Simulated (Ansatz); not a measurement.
Where the default PAW files enter, the runs use the earlier of Ansatz's two default sets.

The decay constant κ of evanescent states in the gap governs leakage through a thin film.

Here is the system:

```xyz
4
Lattice="4.3461 0.0000 0.0000 -2.1730 3.7638 0.0000 0.0000 0.0000 7.3025" Properties=species:S:1:pos:R:3 pbc="T T T"
Cd     2.1730     1.2546     3.6509
Cd     0.0000     2.5092     7.3022
Se     2.1730     1.2546     6.3964
Se     0.0000     2.5092     2.7451
```

Space group of this cell: P6_3mc, wurtzite. The cell is strained (lengths along the current scaled by 1.03, ions clamped); by r2SCAN its mean pressure is -1.5 GPa.

Transport runs along the normal of the first two printed cell vectors, the (001) (indices of the unstrained crystal) plane of the conventional cell.

The gap is the functional's own. No spin-orbit coupling. Mid-gap values are interpolated on the energy grid.

Q: Give the band gap and the smallest decay constant κ at mid-gap that r2SCAN in Ansatz (a first-principles code) yields.

A: Gap 0.98 eV on a 12×12×4 mesh; κ = 0.079 1/Å, at the zone centre.
